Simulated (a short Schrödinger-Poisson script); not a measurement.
Structure: symmetric double-gate stack, SiO2 on p-type Ge(111), at 400 K.

| layer | material | thickness (nm) | Na (cm⁻³) |
|---|---|---|---|
| 1 | SiO2 | 1.1 | - |
| 2 | Ge | 10 | 5e15 |
| 3 | SiO2 | 1.1 | - |

The device is made up for the run: typed textbook-type constants, with dimensions and the other settings drawn at random. SiO2: permittivity 3.9, conduction-band edge (eV) 3.1, gap (eV) 9, electron mass (mₑ) 0.5. Ge: permittivity 16, conduction-band edge (eV) 0, gap (eV) 0.664, Nv at 300 K (cm⁻³) 6e18.

Channel valleys (confinement mass, in-plane density-of-states mass, number): L1 1.59, 0.08, 1; L3 0.09, 0.34, 3. At the gates, both at one voltage, the conduction-band edge of layer 1 lies 3.15 eV − eVg above the Fermi level of the channel. Gaps are held at their typed values at every temperature. Mesh 0.03 nm at interfaces.

From a short Schrödinger-Poisson script (our own, NumPy): 1D Poisson equation in equilibrium, electrons quantum, Hartree (BenDaniel-Duke, 12 states a valley, the channel's in-plane mass for all, wave functions ending at the dielectric), parabolic valleys, classical holes, full ionisation, no traps, pinning or gate leakage.

The same stack at other levels of the model or other numerical settings:

```tsv
run	sheet density of all electrons at Vg = 0.75 V (cm⁻²)	sheet density of all electrons at Vg = 0.15 V (cm⁻²)	capacitance of both gates at Vg = 0.75 V (μF/cm²)	gate voltage at 1e11 electrons/cm² (V)	rough cost against the base
base	1.83e13	3.28e12	4.36	-0.10	about 1
electrons treated as classical, Boltzmann	2.37e13	4.42e12	5.63	-0.12	0.05
electrons treated as classical, Fermi-Dirac	2.20e13	4.30e12	5.04	-0.12	0.1
mesh six times as coarse	1.83e13	3.28e12	4.36	-0.10	0.4
```

The classical rows ignore confinement, and Boltzmann statistics overrate the density once the band edge passes the Fermi level.

Only the L valleys are kept; under strong confinement the Δ valleys of Ge fill too.
